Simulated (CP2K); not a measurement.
Worked example: self-consistent single point of LaB6 (P1, 7 atoms in the cell) in CP2K.

Method: LDA (Pade form), GPW, DZVP-MOLOPT-SR-GTH basis, GTH-PADE potentials (GTH_POTENTIALS) (CP2K).

```xyz
7
Lattice="4.1526 0.0000 0.0000 0.0000 4.1526 0.0000 0.0000 0.0000 4.1526" Properties=species:S:1:pos:R:3 pbc="T T T"
La    -0.0080    -0.0087     0.0156
B      3.3219     2.0832     2.0780
B      0.8282     2.0771     2.0556
B      2.0756     3.3046     2.0789
B      2.0973     0.8246     2.0763
B      2.0569     2.0885     3.3298
B      2.0860     2.0885     0.8235
```

Reference input (self-consistent single point, DFT PBE, GPW, DZVP-MOLOPT-SR-GTH basis, GTH-PBE potentials (GTH_POTENTIALS)): CUTOFF = 500 Ry; REL_CUTOFF = 50 Ry; SMEAR/METHOD = FERMI_DIRAC; ELECTRONIC_TEMPERATURE = 580.23 K; KPOINTS/SCHEME = MACDONALD 6 6 6 0.08333333333 0.08333333333 0.08333333333; XC_FUNCTIONAL = PBE; La/BASIS_SET = DZVP-MOLOPT-SR-GTH-q11; La/POTENTIAL = GTH-PBE-q11; B/BASIS_SET = DZVP-MOLOPT-SR-GTH-q3; B/POTENTIAL = GTH-PBE-q3; METHOD = GPW; EPS_DEFAULT = 1e-10. This run's input differs from it in these lines:

```diff
@@ -44,3 +44,3 @@
     &XC
-      &XC_FUNCTIONAL PBE
+      &XC_FUNCTIONAL PADE
       &END XC_FUNCTIONAL
@@ -80,3 +80,3 @@
       BASIS_SET DZVP-MOLOPT-SR-GTH-q11
-      POTENTIAL GTH-PBE-q11
+      POTENTIAL GTH-PADE-q11
     &END KIND
@@ -84,3 +84,3 @@
       BASIS_SET DZVP-MOLOPT-SR-GTH-q3
-      POTENTIAL GTH-PBE-q3
+      POTENTIAL GTH-PADE-q3
     &END KIND
```

Output (repeated stretches shortened):

```
 SCF WAVEFUNCTION OPTIMIZATION

  Step     Update method      Time    Convergence         Total energy    Change
     1 NoMix/Diag. 0.30E+00      -     1.38065582       -50.0958321683 -5.01E+01
     2 Broy./Diag. 0.30E+00      -     0.08752048       -47.9985422849  2.10E+00
     3 Broy./Diag. 0.30E+00      -     0.17797462       -48.7596375764 -7.61E-01
     4 Broy./Diag. 0.30E+00      -     0.02234391       -48.9631379635 -2.04E-01
     5 Broy./Diag. 0.30E+00      -     0.01146360       -48.9640448632 -9.07E-04
     6 Broy./Diag. 0.30E+00      -     0.00137604       -48.9751517830 -1.11E-02
   [... 3 lines left out ...]
    10 Broy./Diag. 0.30E+00      -     0.00002829       -48.9720320612 -4.16E-05
    11 Broy./Diag. 0.30E+00      -     0.00000454       -48.9720419573 -9.90E-06
    12 Broy./Diag. 0.30E+00      -     0.00000620       -48.9720509141 -8.96E-06
    13 Broy./Diag. 0.30E+00      -     0.00000030       -48.9720588563 -7.94E-06
  *** SCF run converged in    13 steps ***

  Overlap energy of the core charge distribution:               0.00000470150738
  Self energy of the core charge distribution:                -98.90592780653559
  Core Hamiltonian energy:                                     24.79254201213401
  Hartree energy:                                              36.11695348476544
  Exchange-correlation energy:                                -10.97521923993036
  Electronic entropic energy:                                  -0.00041200825865
  Fermi energy:                                                 0.36239530079878

  Total energy:                                               -48.97205885627843
  Total energy (extrapolated to T->0):                        -48.97185285214911

                     Mulliken Population Analysis

   [... lines left out ...]

 STRESS| Analytical stress tensor [bar]
 STRESS|                        x                   y                   z
 STRESS|      x       -6.48414070860E+04   3.00395162007E+03   1.30780872871E+03
 STRESS|      y        3.00395162007E+03  -6.29838706166E+04  -6.73142925640E+02
 STRESS|      z        1.30780872871E+03  -6.73142925640E+02  -6.57553259834E+04
 STRESS| 1/3 Trace                                            -6.45268678953E+04
```

The run converged in 13 iterations. Against the reference run the pressure goes from 1.04 to -6.45 GPa and the largest force goes from 0.623 to 0.698 eV/Å.

The starting cell comes from a database of computed structures (which also holds hypothetical and non-ambient phases and stackings), without a prior relaxation at this level. Its atoms were displaced at random from the sites of space group no. 221. Values carry the incompleteness of an atom-centred basis. With a pressure of about -6 GPa the cell is away from its equilibrium volume at this level.

Cost on one core of a shared machine: roughly 2 min.
